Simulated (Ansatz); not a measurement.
We consider LiGeN (P6₃mc, No. 186, 6 atoms in the cell; start mp-1246087), described by HSE06+SOC (Ansatz, a first-principles code, PAW).

Numerical settings: plane-wave cutoff 460 eV, 9×9×4 k mesh (along the axes of the cell as run), Fermi–Dirac smearing 0.01 eV, PAW data made under PBE.

Cell (relaxed with PBEsol):

```
CELL_PARAMETERS angstrom
      2.97924     0.00000     0.00000
     -1.48962     2.58009     0.00000
      0.00000     0.00000     9.32185
ATOMIC_POSITIONS crystal
  Li 0.66667 0.33333 0.74328
  Li 0.33333 0.66667 0.24328
  Ge 0.00000 0.00000 0.49784
  Ge 0.00000 0.00000 0.99784
  N  0.33333 0.66667 0.60350
  N  0.66667 0.33333 0.10350
```

### Question
Predict the band gap, smallest direct gap on the k points sampled and direct gap at Γ.

### Answer

* **band gap**: 2.21 eV (indirect)
* **smallest direct gap on the k points sampled**: 3.22 eV
* **direct gap at Γ**: 4.26 eV

Note: cell and atoms aren't relaxed at this level (largest force component 0.43 eV/Å, pressure -0.8 GPa).

Static lattice: no zero-point or thermal effects.

Computing time: about 50 core-minutes (a rough figure).

A start named mp-… is a Materials Project structure, which need not be a measured phase.
